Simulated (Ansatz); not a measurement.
Take GaN in the zinc blende structure (space group F-43m, No. 216; a = 4.498 Å) as the base. Axes: x, y, z lie along the cube axes.

Method: Ansatz (a first-principles code), PBEsol, PAW, cutoff 420 eV, scalar-relativistic without spin-orbit coupling.

Strains are applied to the cell and any free atomic positions relax; under biaxial strain the out-of-plane vector relaxes too.

One change was made to it. Results:

```json
[
 {"quantity": "band gap", "base": "1.70 eV", "after": "1.80 eV"},
 {"quantity": "energy relative to the base (free energy F)", "base": "0 meV/atom", "after": "+14 meV/atom"}
]
```

**Question.** Which change produced these results?
A) biaxial strain −2.08 %, plane normal [111], relaxed out of plane
B) biaxial strain −1.67 %, plane normal [111], relaxed out of plane
C) biaxial strain +1.67 %, plane normal [111], relaxed out of plane
D) biaxial strain −0.83 %, plane normal [111], relaxed out of plane

**Answer.** A, biaxial strain −2.08 %, plane normal [111], relaxed out of plane. For comparison, the energy relative to the base in the other runs: biaxial strain +1.67 %, plane normal [111], relaxed out of plane gives +8.4 meV/atom; biaxial strain −0.83 %, plane normal [111], relaxed out of plane gives +2.2 meV/atom; biaxial strain −1.67 %, plane normal [111], relaxed out of plane gives +9.0 meV/atom.

Stability against distortions was not tested. This is not the structure that GaN has at room temperature and ambient pressure.
